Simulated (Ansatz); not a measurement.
Input:

```
CELL_PARAMETERS angstrom
      3.13673     0.00000     0.00000
     -1.56837     2.71649     0.00000
      0.00000     0.00000     5.11173
ATOMIC_POSITIONS crystal
  Ga 0.66667 0.33333 0.00082
  Ga 0.33333 0.66667 0.50082
  N  0.66667 0.33333 0.62438
  N  0.33333 0.66667 0.12438
```

No spin polarisation.

Method: Kohn–Sham DFT with the PBEsol functional, run in Ansatz (a first-principles code) with PAW and 420 eV plane waves, no spin-orbit coupling, earlier PAW set. Γ-centred 12×12×7 mesh, Fermi–Dirac width 0.05 eV.

Problem. Predict the valence-band top at Γ, band gap, width of the top valence band and gap character.

Solution. 
* **Valence-band top at Γ (three highest levels, from the VBM)**: 0.00, 0.00, -0.05 eV
* **Band gap**: 2.16 eV
* **Width of the top valence band**: 2.97 eV
* **Gap character**: direct at Γ

Load acts through the strain it causes; cell and atoms are relaxed under it. No phonon test of stability was made. Tetrahedral semiconductors of this kind turn to denser phases somewhere between about 1 and 50 GPa; those were not computed, so compressed cells here can lie past the real transition. The cell was made from GaN in the wurtzite structure (space group P6_3mc, No. 186) by this change: pressure 9 GPa.
